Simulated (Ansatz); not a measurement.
## Si: pressure series

Base system: Si in the diamond structure (space group Fd-3m, No. 227; a = 5.470 Å).

Cell and atoms are relaxed at each pressure.

All numbers come from PBE, PAW, 420 eV (Ansatz, an electronic-structure program; without spin-orbit coupling), earlier PAW set.

```csv
case,band gap,volume per atom,width of the top valence band,smallest direct gap
base,0.61 eV,20.46 Å³,3.76 eV,2.55 eV
pressure −2 GPa,0.66 eV,20.95 Å³,3.66 eV,2.54 eV
pressure −1 GPa,0.63 eV,20.69 Å³,3.71 eV,2.55 eV
pressure 0.3 GPa,0.61 eV,20.39 Å³,3.78 eV,2.55 eV
pressure 0.7 GPa,0.60 eV,20.30 Å³,3.79 eV,2.55 eV
pressure 1.5 GPa,0.58 eV,20.13 Å³,3.83 eV,2.56 eV
pressure 3 GPa,0.56 eV,19.82 Å³,3.90 eV,2.56 eV
pressure 5 GPa,0.52 eV,19.45 Å³,3.98 eV,2.57 eV
pressure 7.5 GPa,0.48 eV,19.03 Å³,4.08 eV,…
pressure 10 GPa,…,18.65 Å³,4.17 eV,2.59 eV
```

**Question.** Fill in the withheld entries from the trend.

**Answer.** 
- pressure 7.5 GPa, smallest direct gap: 2.58 eV
- pressure 10 GPa, band gap: 0.43 eV

Load acts through the strain it causes; cell and atoms are relaxed under it. No phonon test of stability was made. Tetrahedral semiconductors of this kind turn to denser phases somewhere between about 1 and 50 GPa; those were not computed, so compressed cells here can lie past the real transition.
